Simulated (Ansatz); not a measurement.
Where the default PAW files enter, the runs use the earlier of Ansatz's two default sets.

```yaml
crystal:
  lattice:
    - [3.80732, 0.00000, 0.00000]
    - [-1.90366, 3.29724, 0.00000]
    - [0.00000, 0.00000, 31.14240]
  atoms:
    - { symbol: Zn, position: [0.66667, 0.33333, 0.20000] }
    - { symbol: Zn, position: [0.33333, 0.66667, 0.70000] }
    - { symbol: Zn, position: [0.00000, 0.00000, 0.80000] }
    - { symbol: Zn, position: [0.00000, 0.00000, 0.30000] }
    - { symbol: Zn, position: [0.66667, 0.33333, 0.90000] }
    - { symbol: Zn, position: [0.33333, 0.66667, 0.40000] }
    - { symbol: Zn, position: [0.33333, 0.66667, 0.10010] }
    - { symbol: Zn, position: [0.66667, 0.33333, 0.60010] }
    - { symbol: Zn, position: [0.00000, 0.00000, 0.00010] }
    - { symbol: Zn, position: [0.00000, 0.00000, 0.50010] }
    - { symbol: S, position: [0.66667, 0.33333, 0.27490] }
    - { symbol: S, position: [0.33333, 0.66667, 0.77490] }
    - { symbol: S, position: [0.00000, 0.00000, 0.07500] }
    - { symbol: S, position: [0.00000, 0.00000, 0.57500] }
    - { symbol: S, position: [0.66667, 0.33333, 0.67500] }
    - { symbol: S, position: [0.33333, 0.66667, 0.17500] }
    - { symbol: S, position: [0.00000, 0.00000, 0.87490] }
    - { symbol: S, position: [0.00000, 0.00000, 0.37490] }
    - { symbol: S, position: [0.33333, 0.66667, 0.47510] }
    - { symbol: S, position: [0.66667, 0.33333, 0.97510] }
```

Space group of this cell: P6_3mc. The cell is taken as given.

The current runs along the normal of the first two printed vectors, the (001) plane. All runs by Ansatz (an electronic-structure program), plane waves and PAW, without spin-orbit coupling; the base is r2SCAN.

| run | mean pressure (GPa) | gap (eV) | mid-gap κ (1/Å) |
|---|---|---|---|
| base | 0.1 | 2.72 | 0.174 |
| all lengths scaled by 0.98 | 5.6 | 3.00 | 0.185 |
| all lengths scaled by 1.02 | -4.0 | [?] | [?] |
| lda in place of r2scan | -3.9 | [?] | [?] |
| lengths across the current scaled by 0.98, ions clamped | 3.7 | 2.86 | 0.177 |
| lengths across the current scaled by 1.02, ions clamped | -2.7 | 2.51 | 0.168 |
| lengths along the current scaled by 0.97, ions clamped | 2.8 | 2.80 | 0.184 |
| lengths along the current scaled by 1.03, ions clamped | -2.0 | [?] | [?] |
| pbesol in place of r2scan | -1.3 | 2.02 | 0.139 |

### Question
Fill in the missing entries.

### Answer

- all lengths scaled by 1.02, gap (eV): 2.45
- all lengths scaled by 1.02, mid-gap κ (1/Å): 0.162
- lda in place of r2scan, gap (eV): 1.90
- lda in place of r2scan, mid-gap κ (1/Å): 0.133
- lengths along the current scaled by 1.03, ions clamped, gap (eV): 2.52
- lengths along the current scaled by 1.03, ions clamped, mid-gap κ (1/Å): 0.164
